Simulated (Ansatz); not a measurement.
Structures of equal composition on the (110) surface of bcc Mo: p(2x2), one Mo adatom; one added row of Mo in 4. The slabs share one bottom face, and each structure is named by its start. These are constructed structures in small cells; real faces may alloy, dewet or reconstruct in larger ones, and not all known structures of the face are among them. Slabs of about 11 Å, Fermi-Dirac smearing of 0.1 eV. Bottom of the slabs: a bare face, its two planes held. Relaxed from the named starts with such symmetry as they have, on meshes of like density; energies extrapolated to zero smearing; spin only where a row says so; no spin-orbit coupling, no U. Brackets mark spin-polarised runs, whose order is one that fits the cell. The cells differ, so small differences also carry the error of unlike k-meshes.

Calculation: PBE (plane waves to 420 eV, PAW; Ansatz, an electronic-structure program).

Rank these by energy per 1x1 cell (lowest first), as PBE gives it.

one added row of Mo in 4 (0.00 eV), p(2x2), one Mo adatom (0.12 eV)
